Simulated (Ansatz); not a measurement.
For As (Pm-3m, No. 221; start mp-10; another form than the element's usual one), PBEsol (PAW; Ansatz, a first-principles code) gives:

| Property | Result |
|---|---|
| lattice parameter a | 2.689 Å |
| bulk modulus | 87.1 GPa |
| cohesive energy | 3.33 eV/atom |

Q: What does r²SCAN (Ansatz, plane waves, PAW) give for the same quantities?

A: 
- lattice constant a: 2.705 Å (grows by 0.6 %)
- bulk modulus: 84.4 GPa (drops by 3.1 %)
- cohesive energy: 2.71 eV/atom (drops by 0.62 eV/atom)

Changes are worked out from the printed values.

Unless a cell is named, each level is at its own relaxed cell (PBEsol 19.45, r²SCAN 19.80 Å³/atom).

Caveats: the bulk modulus is −V dP/dV from two relaxed cells at ±2 % in volume (PBEsol, r²SCAN); the relaxation could not lower the start's symmetry, so the cell can be a saddle point above a distorted one (PBEsol, r²SCAN). Ansatz's density-functional and Hartree–Fock values are scalar-relativistic unless marked +SOC, with PAW data made under PBE.

A start named mp-… is a Materials Project structure, which can be a computed phase never made.
